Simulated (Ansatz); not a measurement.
Corundum Ga₂O₃ (metastable phase), relaxed in Ansatz (plane waves) with several semilocal functionals. Each gives its own volume and its own bulk modulus:

```tsv
level	V0 (Å³/atom)	bulk modulus (GPa)	ln V0	ln B0
LDA	9.411	237.7	2.2419	5.4710
r²SCAN	9.640	233.9	2.2659	5.4549
PBE	10.059	198.6	2.3085	5.2913
```

Problem. Fit a straight line to ln B0 against ln V0. What does it predict for PBEsol, whose volume is 9.707 Å³/atom?

Solution. With x = ln V0 and y = ln B0: means 2.27210 and 5.40573; Σ(Δx Δy) = -0.006441, Σ(Δx²) = 0.002275, so the slope is -2.83. At x = 2.2728 the line gives y = 5.40573 + (-2.83) × (2.2728 − 2.27210) = 5.4037, or 222.2 GPa. The run with PBEsol gives 218.8 GPa, -1.5 % from the line. The rows used scatter about it by up to 3.2 %, while the largest value lies 20 % above the smallest. For comparison, PBE's own equation of state has B′ = 4.5, the slope −d ln B/d ln V at a fixed functional; the two needn't agree, since functionals also differ at one volume.

Measured: 220 ± 9 GPa (measured, room temperature, no zero-point or thermal correction, equation of state from high-pressure X-ray diffraction, our sources range from 220 to 252; as tabulated in Phys. Rev. B 77, 094123 (2008), gallium oxide under pressure (UNLV record)).

Ansatz's density-functional and Hartree–Fock values are scalar-relativistic unless marked +SOC, with PAW data made under PBE.

Ansatz is a first-principles code.
